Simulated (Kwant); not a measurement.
Model system: In0.53Ga0.47As/In0.52Al0.48As stack with 1 barrier. One parabolic valley. Leads of mass 0.041 mₑ with the band edge at 0; grid 0.1 nm; bias swept from 0.0208 to 0.44254 V, dropping linearly over the stack. Emitter Fermi level 0.084 eV, 77 K, equal in the collector.

```csv
layer,thickness (nm),band offset (eV),mass (mₑ)
1,2.4,0.52,0.075
```

Constants are typed, rounded textbook-type inputs, not results; the design itself was drawn at random and stands for no fabricated device.

Computed with Kwant: one-band effective-mass tight-binding model in one dimension, coherent, no space charge, current by the Tsu-Esaki formula.

Sweep values stay those of the base run.

Base results: J (A/cm²) at bias = 0.1262 V 65700; J (A/cm²) at bias = 0.4425 V 132000; J (A/cm²) at bias = 0.2317 V 87000; J (A/cm²) at bias = 0.3371 V 108000.

What follows from this one change: thickness of the first barrier 2.4 → 1.4 nm?

J at bias = 0.1262 V 65700 → 378000 A/cm²; J at bias = 0.4425 V 132000 → 502000 A/cm²; J at bias = 0.2317 V 87000 → 434000 A/cm²; J at bias = 0.3371 V 108000 → 471000 A/cm².

What follows from this one change: mass in the first barrier 0.075 → 0.045 mₑ?

J at bias = 0.1262 V 65700 → 135000 A/cm²; J at bias = 0.4425 V 132000 → 269000 A/cm²; J at bias = 0.2317 V 87000 → 182000 A/cm²; J at bias = 0.3371 V 108000 → 226000 A/cm².

What follows from this one change: Fermi level in the emitter 0.084 → 0.063 eV?

J at bias = 0.1262 V 65700 → 32200 A/cm²; J at bias = 0.4425 V 132000 → 65700 A/cm²; J at bias = 0.2317 V 87000 → 43000 A/cm²; J at bias = 0.3371 V 108000 → 53800 A/cm².

What follows from this one change: temperature 77 → 4 K?

J at bias = 0.1262 V 65700 → 63000 A/cm²; J at bias = 0.4425 V 132000 → 127000 A/cm²; J at bias = 0.2317 V 87000 → 83500 A/cm²; J at bias = 0.3371 V 108000 → 104000 A/cm².
